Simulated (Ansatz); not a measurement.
tetragonal WSi2 (1 1 0) on silicon (1 1 1) (film strained to the substrate, started from cuts of the bulks and a machine-learned relaxation; slabs Si40 and Si24W12, which can lie off the formulas)

A periodic stack without vacuum, tetragonal WSi2 (1 1 0) on silicon (1 1 1) (film strained to the substrate, started from cuts of the bulks and a machine-learned relaxation; slabs Si40 and Si24W12, which can lie off the formulas): substrate slab Si40, film Si24W12, surface cells [[0, -2], [2, -2]] and [[2, 1], [1, 2]], film strained by -2.2 and -1.7 %, outermost planes Si/Si and SiW/SiW as cut, which need not be the usual terminations and can put a slab off its formula.

The start was prepared with a machine-learned potential, and the result is one local minimum, with the in-plane cell held and forces under 0.04 eV/Å; the film can end far from its bulk form.

All values below come from PBE (plane waves to 420 eV, PAW; Ansatz, a program for electronic structure). No spin–orbit coupling; the runs are not spin-polarised. Its k-point mesh 4×4×1, Fermi–Dirac width 0.05 eV.

The interface area is 51.8 Å² and the period is 25.70 Å. The heights between the nearest atoms of the two slabs at the two interfaces is 1.80 and 1.73 Å and the Si–Si contacts across the interfaces within 1.22 times the sum of covalent radii comes out as 13, mean 2.53 Å. The Si–W contacts across the interfaces within 1.22 times the sum of covalent radii comes out as 9, mean 2.62 Å.

```
CELL_PARAMETERS angstrom
      7.73574     0.00003     0.01379
      3.86788     6.69933    -0.01762
      3.42935     1.86066    25.69789
ATOMIC_POSITIONS crystal
  Si 0.06466 0.13675 0.03486
  Si 0.74278 0.13955 0.04022
  Si 0.19402 0.61780 0.04092
  Si 0.90674 0.57879 0.03769
  Si 0.18157 0.10819 0.12055
  Si 0.68357 0.11353 0.13051
  Si 0.20532 0.60617 0.13015
  Si 0.71881 0.60526 0.12185
  Si 0.85868 0.76853 0.15826
  Si 0.36950 0.76850 0.15213
  Si 0.84789 0.26955 0.15887
  Si 0.33925 0.26378 0.15602
  Si 0.82702 0.74513 0.24962
  Si 0.33510 0.74391 0.24566
  Si 0.82424 0.24498 0.25068
  Si 0.31987 0.24101 0.24867
  Si 0.47848 0.40311 0.27806
  Si 0.97944 0.40556 0.28102
  Si 0.48496 0.90140 0.28019
  Si 0.99107 0.89957 0.27782
  Si 0.45004 0.37878 0.37088
  Si 0.94961 0.38262 0.37289
  Si 0.45561 0.87816 0.37221
  Si 0.96059 0.87366 0.36997
  Si 0.11029 0.03928 0.39967
  Si 0.61818 0.03621 0.40077
  Si 0.10993 0.53588 0.40497
  Si 0.60527 0.53655 0.40281
  Si 0.08133 0.01664 0.49060
  Si 0.59148 0.00879 0.49308
  Si 0.08341 0.50785 0.49838
  Si 0.57537 0.51612 0.49538
  Si 0.73804 0.66881 0.52567
  Si 0.23024 0.68082 0.52650
  Si 0.74124 0.17342 0.52618
  Si 0.24921 0.16088 0.52247
  Si 0.56061 0.68515 0.60810
  Si 0.11753 0.81884 0.60913
  Si 0.78317 0.13206 0.61795
  Si 0.28626 0.02315 0.60892
  Si 0.24385 0.80337 0.69422
  Si 0.56233 0.14083 0.69075
  Si 0.91891 0.47436 0.68788
  Si 0.91830 0.14739 0.69284
  Si 0.24030 0.46654 0.68991
  Si 0.57761 0.80779 0.69207
  Si 0.38189 0.44908 0.78027
  Si 0.71507 0.78017 0.78154
  Si 0.04654 0.11612 0.78271
  Si 0.04808 0.78154 0.78076
  Si 0.38185 0.11542 0.78253
  Si 0.71582 0.44939 0.77959
  Si 0.51848 0.09300 0.87075
  Si 0.84992 0.42565 0.87084
  Si 0.18800 0.75740 0.87163
  Si 0.18786 0.42658 0.87087
  Si 0.52097 0.75752 0.87151
  Si 0.84970 0.09313 0.87052
  Si 0.65477 0.73803 0.96290
  Si 0.98687 0.06835 0.95504
  Si 0.32620 0.39211 0.96555
  Si 0.32978 0.06648 0.96136
  Si 0.65126 0.41120 0.96759
  Si 0.99133 0.74128 0.95828
  W  0.91301 0.80479 0.69229
  W  0.24046 0.13541 0.69850
  W  0.57651 0.47222 0.69076
  W  0.04680 0.45052 0.78219
  W  0.38320 0.77946 0.78240
  W  0.71495 0.11564 0.77966
  W  0.18780 0.09249 0.87057
  W  0.51941 0.42460 0.87197
  W  0.85124 0.75974 0.87054
  W  0.31914 0.74243 0.95862
  W  0.66239 0.06709 0.95758
  W  0.99286 0.40194 0.95541
```
